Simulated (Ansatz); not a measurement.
Start from C in the diamond structure (space group Fd-3m, No. 227; a = 3.560 Å). Axes: x, y, z lie along the cube axes.

Method: r2SCAN in Ansatz (plane waves to 500 eV, PAW, no spin-orbit coupling).

Strains are applied to the cell and any free atomic positions relax.

One change was made to it. Results:

| quantity | base | after |
|---|---|---|
| pressure (mean of the normal stresses, compression positive) | 0.01 GPa | 0.16 GPa |
| energy relative to the base (free energy F) | 0 meV/atom | +3.1 meV/atom |

### Question
What was done to the base?
A) tensor shear ε_xy = +1.14 %
B) tensor shear ε_xy = +0.86 %
C) tensor shear ε_xy = +1.71 %

### Answer
B, tensor shear ε_xy = +0.86 %. For comparison, the energy relative to the base in the other runs: tensor shear ε_xy = +1.71 % gives +12 meV/atom; tensor shear ε_xy = +1.14 % gives +5.4 meV/atom.

Whether these cells are dynamically stable was not tested.

Ansatz is a first-principles code.
